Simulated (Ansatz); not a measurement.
WC (Fm-3m, No. 225, 2 atoms in the cell; start mp-13136; a measured phase of this formula has another space group), treated with r²SCAN (Ansatz, an electronic-structure program, plane waves, PAW).

Settings: plane-wave cutoff 560 eV, 22×22×22 k mesh, Fermi–Dirac smearing 0.05 eV, no spin polarisation, scalar-relativistic PAW data made under PBE.

Cell (relaxed at this level):

WC is taken in the cubic space group Fm-3m (No. 225), the rock salt structure, Pearson symbol cF8. Conventional cell: a = 4.365 Å, b = 4.365 Å, c = 4.365 Å, α = 90.00°, β = 90.00°, γ = 90.00°. W on 4a is surrounded by 6 C at 2.182 Å and 12 W at 3.086 Å. C on 4b sees 6 W at 2.182 Å (octahedral). (Neighbours: up to the widest gap in distance over summed covalent radii, below 1.35, at either atom; cation-cation and far metal-metal contacts left out.)
(The calculation used a cell of 2 atoms; values per cell refer to that cell.)

Q: Estimate the bulk modulus that the calculation returns.

A: 
- bulk modulus: 382 GPa

Note: the run has no spin polarisation, so it can have missed a magnetic state; the bulk modulus is −V dP/dV from two relaxed cells at ±2 % in volume; the relaxation could not lower the start's symmetry, so the cell can be a saddle point above a distorted one.

Spin–orbit coupling is not included; it can open a gap where bands touch, and shift volumes and moduli.

Static lattice: no zero-point or thermal effects.

Cost on a shared machine: very roughly 40 core-seconds.

A start named mp-… is a Materials Project structure, which need not be a measured phase.
